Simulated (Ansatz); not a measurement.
**Hf2B (model structure, started from the Ca2N type, R-3m, No. 166, 3 atoms in the cell)**

Level of theory: LDA (PAW; Ansatz, a program for electronic structure).

Numerical settings: plane-wave cutoff 520 eV, 18×18×18 k mesh, Fermi–Dirac smearing 0.05 eV, scalar-relativistic PAW data made under PBE.

Cell (relaxed at this level):

Hf₂B is taken in the trigonal space group R-3m, hexagonal axes (No. 166), Pearson symbol hR3. Cell: a = 3.350 Å, b = 3.350 Å, c = 15.491 Å, α = 90.00°, β = 90.00°, γ = 120.00°. Hf on 6c is surrounded by 3 B at 2.321 Å (trigonal pyramidal). B on 3a sees 6 Hf at 2.321 Å (octahedral). (Neighbours: up to the widest gap in distance over summed covalent radii, below 1.35, at either atom; cation-cation and far metal-metal contacts left out.)
(The calculation used a cell of 3 atoms; values per cell refer to that cell.)

```
Property        Value
------------  -------
band gap         none
bulk modulus  120 GPa
```

Note: the bulk modulus is −V dP/dV from two relaxed cells at ±2 % in volume; the relaxation could raise the start's symmetry but not lower it, so the cell can be a saddle point.

Spin–orbit coupling is not included; it can open a gap where bands touch, and shift volumes and moduli.

The computed numbers hold no vibrational or temperature effects.

Computing time: around 16 core-minutes (rough).

A model structure was made by putting elements into a prototype or built by hand; it is no filed structure, need not be a known phase, and can be a saddle point held by its symmetry.
